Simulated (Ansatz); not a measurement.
Partial pair distribution functions of a relaxed model of amorphous Sn$_{54}$Se$_{108}$, broadened by 0.06 Å; density 5.49 g/cm³. Calculation: PBE-D3(BJ), scalar-relativistic without spin-orbit coupling, PAW (Ansatz default set, large-core Se) (plane waves to 420 eV; Ansatz, a program for electronic structure).

It comes from a melt-quench run on a machine-learned potential (CHGNet), relaxed afterwards by DFT. The hot cell started wider than the set density and was brought back towards it in steps. It is the lowest in DFT energy of 8 quenches. It is a model cell: composition and starting density were chosen by hand, and all elements were melted together. The geometry includes D3(BJ) dispersion. Its density started from a set value of 5.33 and ended at 5.49 g/cm³. The simulated quench (nominally 40 K/ps over its main leg) is rapid and tends to freeze in more defects than a deposited or slowly cooled glass has. Values belong to this one cell and scatter from quench to quench. Volume and shape were free in the relaxation.

```
r (Å)  g Sn-Se  g Se-Se  g Sn-Sn
-----  -------  -------  -------
2.15      0.00     0.00     0.00
2.25      0.00     0.17     0.00
2.35      0.00     1.09     0.00
2.45      0.32     0.91     0.00
2.55      2.78     0.33     0.00
2.65      4.68     0.19     0.00
2.75      4.43     0.10     0.00
2.85      3.58     0.09     0.00
2.95      1.85     0.28     0.00
3.05      1.23     0.37     0.00
3.15      0.95     0.54     0.00
3.25      0.72     0.83     0.05
3.35      0.73     0.97     0.28
3.45      0.80     1.27     0.36
3.55      0.56     1.58     0.46
3.65      0.55     1.68     1.10
3.75      0.80     1.85     1.57
3.85      1.05     2.08     2.05
3.95      0.92     2.29     1.79
4.05      0.93     2.07     2.21
4.15      0.80     1.78     2.15
4.25      0.87     1.54     1.53
4.35      0.86     1.31     1.67
4.45      0.84     1.22     1.49
4.55      0.72     0.88     1.01
4.65      0.58     0.58     1.07
4.75      0.73     0.60     1.07
4.85      0.75     0.64     1.10
4.95      0.75     0.39     1.12
5.05      0.85     0.41     0.88
5.15      0.76     0.56     0.85
5.25      0.84     0.64     0.69
5.35      0.92     0.72     0.81
5.45      0.89     0.78     1.06
5.55      0.94     0.92     1.06
5.65      0.96     0.97     0.98
5.75      1.07     1.01     0.96
5.85      1.19     1.17     0.89
5.95      1.29     1.00     1.09
```

Within 3.20 Å each Sn has 4.63 Se neighbours on average.
